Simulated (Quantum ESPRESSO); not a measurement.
# Quick settings and what they miss: CdGeAs2 (I-42d, 8 atoms in the cell)

Self-consistent single point.

```yaml
crystal:
  lattice:
    - [2.95899, -2.95899, 5.60765]
    - [2.95899, 2.95899, 5.60765]
    - [-2.95899, -2.95899, 5.60765]
  atoms:
    - { symbol: Cd, position: [0.50000, 0.75000, 0.25000] }
    - { symbol: Cd, position: [0.00000, 0.50000, 0.50000] }
    - { symbol: Ge, position: [0.00000, 0.00000, 0.00000] }
    - { symbol: Ge, position: [0.50000, 0.25000, 0.75000] }
    - { symbol: As, position: [0.02878, 0.34622, 0.87500] }
    - { symbol: As, position: [0.47122, 0.62500, 0.65378] }
    - { symbol: As, position: [0.97122, 0.90378, 0.37500] }
    - { symbol: As, position: [0.52878, 0.12500, 0.09622] }
```

Method: PBEsol, GBRV 1.5 ultrasoft (PBESOL) pseudopotentials (plane waves; Quantum ESPRESSO).

Base settings: ecutwfc = 50 Ry; ecutrho = 250 Ry; occupations = smearing; smearing = gaussian; degauss = 0.0073499 Ry; potentials = {Cd: cd_pbesol_v1.uspp.F.UPF, Ge: ge_pbesol_v1.4.uspp.F.UPF, As: as_pbesol_v1.uspp.F.UPF}; K_POINTS = automatic 4 4 4 0 0 0; conv_thr = 1e-09 Ry; mixing_beta = 0.7.

Tight run (finer mesh or higher cutoff; not a proven limit): ecutwfc: 50 Ry → 70 Ry; ecutrho: 250 Ry → 350 Ry; conv_thr: 1e-09 Ry → 7.3e-11 Ry; K_POINTS: automatic 4 4 4 0 0 0 → automatic 6 6 6 0 0 0. It gave Fermi level (on the code's own zero) 6.76 eV; pressure 1.39 GPa; largest force (vector length) 0.206 eV/Å.

Quick runs, as changes from the base:
- A: the base itself
- B: smearing: gaussian → methfessel-paxton; degauss: 0.0073499 Ry → 0.0099958 Ry; conv_thr: 1e-09 Ry → 7.3e-06 Ry; pseudopotentials: {Cd: cd_pbesol_v1.uspp.F.UPF, Ge: ge_pbesol_v1.4.uspp.F.UPF, As: as_pbesol_v1.uspp.F.UPF} → {Cd: cd_lda_v1.uspp.F.UPF, Ge: ge_lda_v1.4.uspp.F.UPF, As: as_lda_v1.uspp.F.UPF} [LDA (PZ)]
- C: ecutwfc: 50 Ry → 40 Ry; ecutrho: 250 Ry → 200 Ry; smearing: gaussian → marzari-vanderbilt; degauss: 0.0073499 Ry → 0.019992 Ry; pseudopotentials: {Cd: cd_pbesol_v1.uspp.F.UPF, Ge: ge_pbesol_v1.4.uspp.F.UPF, As: as_pbesol_v1.uspp.F.UPF} → {Cd: cd_lda_v1.uspp.F.UPF, Ge: ge_lda_v1.4.uspp.F.UPF, As: as_lda_v1.uspp.F.UPF}; K_POINTS: automatic 4 4 4 0 0 0 → automatic 6 6 6 1 1 1 [LDA (PZ)]
- D: ecutwfc: 50 Ry → 35 Ry; ecutrho: 250 Ry → 175 Ry; K_POINTS: automatic 4 4 4 0 0 0 → automatic 4 4 4 1 1 1
- E: ecutwfc: 50 Ry → 25 Ry; ecutrho: 250 Ry → 125 Ry; smearing: gaussian → marzari-vanderbilt; degauss: 0.0073499 Ry → 0.019992 Ry; pseudopotentials: {Cd: cd_pbesol_v1.uspp.F.UPF, Ge: ge_pbesol_v1.4.uspp.F.UPF, As: as_pbesol_v1.uspp.F.UPF} → {Cd: cd_lda_v1.uspp.F.UPF, Ge: ge_lda_v1.4.uspp.F.UPF, As: as_lda_v1.uspp.F.UPF}; K_POINTS: automatic 4 4 4 0 0 0 → automatic 2 2 2 1 1 1 [LDA (PZ)]

Dashes: energy of B, C, E, another energy zero; pressure of B, not trusted under this conv_thr with d or f elements.

† marks runs with another functional, U, potentials or spin treatment: their distance from the tight run is not a convergence error alone.

The count of work is k-points × plane waves × bands × iterations; it is no time. Core times come from one kind of shared machine and are given to one figure; runs under 30 s give none.

The starting cell comes from a database of computed structures (which also holds hypothetical and non-ambient phases and stackings), without a prior relaxation at this level. Its lattice was rescaled by a random factor within 2.5 % of one.

| run | energy less tight (meV/atom) | pressure less tight (GPa) | largest miss in a force vector (eV/Å) | count of work / tight | core time / tight (rough) |
|---|---|---|---|---|---|
| A | 24.3 | -0.12 | 0.003 | 0.24 | 0.2 |
| B† | – | – | 0.048 | 0.16 | 0.1 |
| C† | – | -1.90 | 0.051 | 0.40 | 0.4 |
| D | 36.6 | -0.59 | 0.004 | 0.12 | 0.1 |
| E† | – | -21.31 | 0.025 | 0.019 | 0.05 |

Among the runs at the tight run's level, the energy misses run from 24.3 to 36.6 meV/atom.

Left out of this page: 1 run of the series outside the window shown, repeating another row's setting, or not comparable.
